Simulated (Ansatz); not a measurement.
A periodic model of amorphous In9Ga9Zn9O38Si:

```yaml
crystal:
  lattice:
    - [9.61985, 0.13328, -0.15965]
    - [0.13328, 9.21826, -0.15722]
    - [-0.15965, -0.15722, 9.46273]
  atoms:
    - { symbol: In, position: [0.56035, 0.85325, 0.46308] }
    - { symbol: In, position: [0.25509, 0.54722, 0.94950] }
    - { symbol: In, position: [0.57679, 0.63902, 0.12032] }
    - { symbol: In, position: [0.32822, 0.91393, 0.05489] }
    - { symbol: In, position: [0.18176, 0.23175, 0.71009] }
    - { symbol: In, position: [0.89695, 0.13332, 0.87885] }
    - { symbol: In, position: [0.99946, 0.62657, 0.63597] }
    - { symbol: In, position: [0.46770, 0.23601, 0.26053] }
    - { symbol: In, position: [0.55494, 0.34125, 0.92959] }
    - { symbol: Ga, position: [0.18935, 0.44018, 0.42536] }
    - { symbol: Ga, position: [0.28484, 0.01373, 0.43594] }
    - { symbol: Ga, position: [0.83352, 0.20049, 0.22125] }
    - { symbol: Ga, position: [0.67678, 0.56947, 0.75435] }
    - { symbol: Ga, position: [0.16337, 0.23610, 0.11854] }
    - { symbol: Ga, position: [0.47165, 0.01788, 0.74653] }
    - { symbol: Ga, position: [0.90681, 0.45255, 0.07519] }
    - { symbol: Ga, position: [0.02794, 0.92283, 0.18427] }
    - { symbol: Ga, position: [0.95334, 0.00386, 0.51621] }
    - { symbol: Zn, position: [0.24915, 0.71818, 0.31204] }
    - { symbol: Zn, position: [0.35576, 0.67480, 0.64688] }
    - { symbol: Zn, position: [0.90279, 0.34350, 0.48100] }
    - { symbol: Zn, position: [0.88907, 0.75443, 0.95270] }
    - { symbol: Zn, position: [0.62098, 0.52242, 0.45381] }
    - { symbol: Zn, position: [0.69132, 0.18275, 0.57413] }
    - { symbol: Zn, position: [0.13704, 0.88924, 0.79556] }
    - { symbol: Zn, position: [0.87750, 0.66168, 0.32834] }
    - { symbol: Zn, position: [0.45204, 0.34936, 0.61411] }
    - { symbol: O, position: [0.21219, 0.92592, 0.25411] }
    - { symbol: O, position: [0.23979, 0.29286, 0.30029] }
    - { symbol: O, position: [0.99813, 0.12086, 0.13500] }
    - { symbol: O, position: [0.86043, 0.60484, 0.80858] }
    - { symbol: O, position: [0.35258, 0.50030, 0.51314] }
    - { symbol: O, position: [0.63512, 0.36547, 0.72204] }
    - { symbol: O, position: [0.07429, 0.82681, 0.01214] }
    - { symbol: O, position: [0.84261, 0.14910, 0.41079] }
    - { symbol: O, position: [0.18777, 0.66078, 0.76664] }
    - { symbol: O, position: [0.98763, 0.85544, 0.64818] }
    - { symbol: O, position: [0.09521, 0.61140, 0.37731] }
    - { symbol: O, position: [0.56805, 0.10477, 0.90510] }
    - { symbol: O, position: [0.09596, 0.41085, 0.03038] }
    - { symbol: O, position: [0.45748, 0.03485, 0.35818] }
    - { symbol: O, position: [0.33891, 0.68076, 0.11737] }
    - { symbol: O, position: [0.62457, 0.98707, 0.63129] }
    - { symbol: O, position: [0.37474, 0.15059, 0.63217] }
    - { symbol: O, position: [0.88032, 0.15267, 0.66520] }
    - { symbol: O, position: [0.55182, 0.87220, 0.07034] }
    - { symbol: O, position: [0.89745, 0.38465, 0.26007] }
    - { symbol: O, position: [0.83174, 0.54710, 0.50405] }
    - { symbol: O, position: [0.12907, 0.08813, 0.51881] }
    - { symbol: O, position: [0.33979, 0.81813, 0.49010] }
    - { symbol: O, position: [0.58640, 0.31780, 0.44015] }
    - { symbol: O, position: [0.55952, 0.58080, 0.90845] }
    - { symbol: O, position: [0.92400, 0.87451, 0.33616] }
    - { symbol: O, position: [0.63514, 0.68961, 0.32905] }
    - { symbol: O, position: [0.51775, 0.41158, 0.13718] }
    - { symbol: O, position: [0.11213, 0.10435, 0.86693] }
    - { symbol: O, position: [0.82713, 0.63518, 0.11348] }
    - { symbol: O, position: [0.08060, 0.39571, 0.58546] }
    - { symbol: O, position: [0.56784, 0.66663, 0.61880] }
    - { symbol: O, position: [0.33787, 0.37077, 0.83189] }
    - { symbol: O, position: [0.33204, 0.14377, 0.07863] }
    - { symbol: O, position: [0.66621, 0.11736, 0.16657] }
    - { symbol: O, position: [0.79633, 0.95178, 0.96764] }
    - { symbol: O, position: [0.79779, 0.30730, 0.98834] }
    - { symbol: O, position: [0.34887, 0.89479, 0.82475] }
    - { symbol: Si, position: [0.64592, 0.00582, 0.02987] }
```

Methods: PBE, scalar-relativistic without spin-orbit coupling (Ansatz, a program for electronic structure); r2SCAN, scalar-relativistic without spin-orbit coupling (Ansatz); HSE06, scalar-relativistic without spin-orbit coupling (Ansatz). Neutral PBE cell, which sets geometry, pressure and energy: sampling: a 2×2×2 Γ-centred mesh; Fermi-Dirac width 0.02 eV; no spin polarisation. Exact exchange is cut at the faces of this 9 Å cell, which leaves hybrid gaps a finite-size error.

Preparation: random packing, a CHGNet melt and quench, and a DFT relaxation. O atoms were pushed apart under 1.9 Å during the dynamics, to hinder bonds among them. The hot cell started wider than the set density and was brought back towards it in steps. It is the lowest in DFT energy of 2 quenches. It is a model cell: composition and starting density were chosen by hand, and all elements were melted together. No dispersion term was used. Its density started from a set value of 5.71 and ended at 5.71 g/cm³. The quench (nominally 210 K/ps over its main leg) was far faster than any real one, so the model tends to hold more defects than a real film. A cell of this size samples the disorder only roughly. The volume was held where the preparation left it and the shape relaxed.

Question: Give the pressure and the spacing of the highest filled and lowest empty levels.

Answer: 
- Pressure on a 2×2×2 Γ-centred mesh: 1.54 GPa
- Largest force and stress component on that mesh (the relaxation ran on the zone centre alone): 0.07 eV/Å and 1.6 GPa
- Level gap on a 2×2×2 Γ-centred mesh (PBE): 0.94 eV
- Level gap at the zone centre (PBE): 0.94 eV
- Level gap at the zone centre (r2SCAN): 1.40 eV
- Level gap at the zone centre (HSE06): 2.52 eV
- Distance between the nearest levels spread over more than a fifth of the atoms or a third of the atoms of their main element (six at least) (PBE, zone centre): 1.01 eV

Question: At PBE and the zone centre, how localised are the states just below and above the Fermi level (participation number: the atoms over which a state spreads)?

Answer: The highest filled state is spread over 9.4 atoms' worth, largest on O51, with weights by element (charge in smoothed Voronoi cells) O 0.82, Zn 0.15, Ga 0.01. The lowest empty state is spread over 58.7 atoms' worth, largest on In2, with weights by element (charge in smoothed Voronoi cells) O 0.51, In 0.22, Zn 0.14.

At PBE the levels at the filled edge of the gap are localised (band-tail or defect states).

Cut-offs for bonds: In-In 3.12 Å, In-Ga 2.90 Å, In-Zn 2.90 Å, In-O 2.78 Å, In-Si 2.78 Å, Ga-Ga 2.68 Å, Ga-Zn 2.68 Å, Ga-O 2.20 Å, Ga-Si 2.56 Å, Zn-Zn 2.68 Å, Zn-O 2.44 Å, Zn-Si 2.56 Å, O-O 1.58 Å, O-Si 2.12 Å, Si-Si 2.60 Å. Two cations that share two anions don't count as bonded, nor two that share one unless they lie closer than In-In 3.04 Å, In-Ga 2.82 Å, In-Zn 2.82 Å, In-Si 2.71 Å, Ga-Ga 2.61 Å, Ga-Zn 2.61 Å, Ga-Si 2.49 Å, Zn-Zn 2.61 Å, Zn-Si 2.49 Å, Si-Si 2.38 Å.

Added carriers, by PBE, scalar-relativistic without spin-orbit coupling in Ansatz on the zone centre alone. Charged cells keep the cell fixed and stand in a uniform background, with no image correction, at a width of 0.01 eV; where the count is odd the moment is locked at 1 μB, unless the neutral cell bore moments. Each starts from the undistorted neutral geometry alone. PBE's self-interaction favours spread-out carriers, so it can miss traps that a hybrid finds.

Question: What happens at PBE when the cell takes an extra electron and the atoms relax?

Answer: Relaxation lowers the charged cell by 0.01 eV. The largest moves are O43 0.02 Å, Zn19 0.02 Å, O42 0.02 Å, O65 0.02 Å. The level that holds the added charge spreads over 58.5 atoms' worth, most on In2 (weight 0.04): a carrier spread over the cell. No bond crosses its cut-off with a change of over 0.15 Å (metal-metal contacts aside). Made neutral again at that geometry, the cell lies +0.01 eV from the neutral start.

Question: What happens at PBE when the cell takes a hole and the atoms relax?

Answer: Relaxation lowers the charged cell by 0.11 eV. The largest moves are O51 0.14 Å, Zn27 0.12 Å, Zn21 0.11 Å, O35 0.09 Å. The level that was emptied spreads over 11.1 atoms' worth, most on O51 (weight 0.21): a partly localised carrier. No bond crosses its cut-off with a change of over 0.15 Å (metal-metal contacts aside). Made neutral again at that geometry, the cell lies +0.18 eV from the neutral start (a closed shell was imposed there, with levels 0.51 eV apart, so this is an upper bound).
